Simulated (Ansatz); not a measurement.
Co on the Al site in metastable zinc-blende AlN (start: the Al site; 64-site cell, 2×2×2 shifted sampling). The numbers are results of PBE, PAW (plane waves to 420 eV; Ansatz, a quantum-chemistry and plane-wave program), not measurements. Total energies of the localised charge states, counted from that of charge +1, and their image corrections (point charge with alignment); the host's valence-band maximum lies at 6.722 eV on the cells' energy zero and its gap is 3.31 eV.

```tsv
charge	moment (μB)	E − E(first) (eV)	correction (eV)
+1	1.0	0.000	0.333
0	4.0	7.825	0.000
−1	3.0	16.267	0.125
```

### Question
Derive the transition levels above the valence-band maximum and say which of them are thermodynamic.

### Answer
A level is the Fermi energy at which two charges have equal formation energy: ε(q/q′) = [E(q′) + corr(q′) − E(q) − corr(q)] / (q − q′) − E_VBM.
ε(+1/0) = [(7.825 + 0.000) − (0.000 + 0.333)] / 1 − 6.722 = 0.77 eV
ε(0/−1) = [(16.267 + 0.125) − (7.825 + 0.000)] / 1 − 6.722 = 1.84 eV
Thermodynamic levels at least 0.1 eV inside the gap: (+1/0) at 0.77 eV; (0/−1) at 1.84 eV. They hold to tenths of an eV in this cell. Only the charges listed were compared. Charge −2 has its level within 0.1 eV of a band edge or past it. Flagged in the runs: a doubtful potential alignment.
